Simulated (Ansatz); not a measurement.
The parent structure is AlCo in the CsCl type structure (space group Pm-3m, No. 221; a = 2.8250 Å; weakly magnetic (sensitive to the mesh); relaxed with 0.1 eV smearing). Axes: x, y, z lie along the cube axes.

Level of theory: r2SCAN (Ansatz, a program for electronic structure; PAW; 500 eV plane waves; no spin-orbit coupling).

Before the change:

| Property | Result |
|---|---|
| Shortest interatomic distance | 244.7 pm |

One thing is altered: tensile biaxial strain of 4.01 % in the plane normal to [111], as in epitaxy on a mismatched substrate; the out-of-plane cell vector and the atoms relax.

Question: What does the calculation give for the shortest interatomic distance and energy relative to the base after the change?

Answer: The shortest interatomic distance shrinks by 3.32 pm (244.7 pm → 241.3 pm); the energy rises by 47 meV/atom.

Other magnetic orders, which the real material may have, were not ruled out. Whether these cells are dynamically stable was not tested. Starting moments died away, wholly or in part, for the base; another magnetic solution may exist.
